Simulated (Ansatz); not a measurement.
Start from GaP in the zinc blende structure (space group F-43m, No. 216; a = 5.451 Å). Axes: x, y, z lie along the cube axes.

Calculations: plane-wave PAW DFT at the r2SCAN level (Ansatz, an electronic-structure program, 500 eV), no SOC.

Strains are applied to the cell and any free atomic positions relax.

One change was made to it. Results:

The energy goes up by 3.7 meV/atom; the band gap shrinks by 0.24 eV (1.85 eV → 1.61 eV); the pressure (mean of the normal stresses, compression positive) goes from zero to 1.85 GPa.

### Question
What was done to the base?
(A) uniaxial strain ε_zz = −0.50 %
(B) uniaxial strain ε_zz = −1.50 %
(C) uniaxial strain ε_zz = −2.00 %
(D) uniaxial strain ε_zz = −2.50 %

### Answer
C, uniaxial strain ε_zz = −2.00 %. For comparison, the band gap in the other runs: uniaxial strain ε_zz = −0.50 % gives 1.79 eV; uniaxial strain ε_zz = −2.50 % gives 1.55 eV; uniaxial strain ε_zz = −1.50 % gives 1.67 eV.

Whether these cells are dynamically stable was not tested.
